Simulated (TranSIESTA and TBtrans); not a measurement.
Run with TranSIESTA and TBtrans (open boundaries, self-consistent; PseudoDojo norm-conserving potentials, scalar-relativistic): PAO.BasisSize DZ, PAO.EnergyShift 0.15 eV, XC.Authors PBE, Mesh.Cutoff 200 Ry, ElectronicTemperature 300 K, TS.Voltage 0.0 eV, TBT.Elecs.Eta 0.001 eV, no spin polarisation.

Junction: Al chain with one Li atom in place of Al. Leads: straight Al chain, spacing 2.597 Å. Geometry: as built, not relaxed. Transport runs along z; the first 6 and the last 6 of the 19 atoms are the lead cells, repeated to infinity.

```xyz
19
Lattice="9.000 0.000 0.000 0.000 9.000 0.000 0.000 0.000 49.696" Properties=species:S:1:pos:R:3 pbc="F F T"
Al     4.500     4.500     0.000
Al     4.500     4.500     2.597
Al     4.500     4.500     5.194
Al     4.500     4.500     7.791
Al     4.500     4.500    10.388
Al     4.500     4.500    12.985
Al     4.500     4.500    15.582
Al     4.500     4.500    18.179
Al     4.500     4.500    20.776
Li     4.500     4.500    23.549
Al     4.500     4.500    26.323
Al     4.500     4.500    28.920
Al     4.500     4.500    31.517
Al     4.500     4.500    34.114
Al     4.500     4.500    36.711
Al     4.500     4.500    39.308
Al     4.500     4.500    41.905
Al     4.500     4.500    44.502
Al     4.500     4.500    47.099
```

Give the largest eigenchannel transmissions at the Fermi level (four at most) and the total.

0.031, 0.031, 0.019; total 0.081. The straight chain is held at its spacing; free chains may zigzag or dimerise. No spin-polarised start was tried, so a magnetic state, if there is one, is missed.
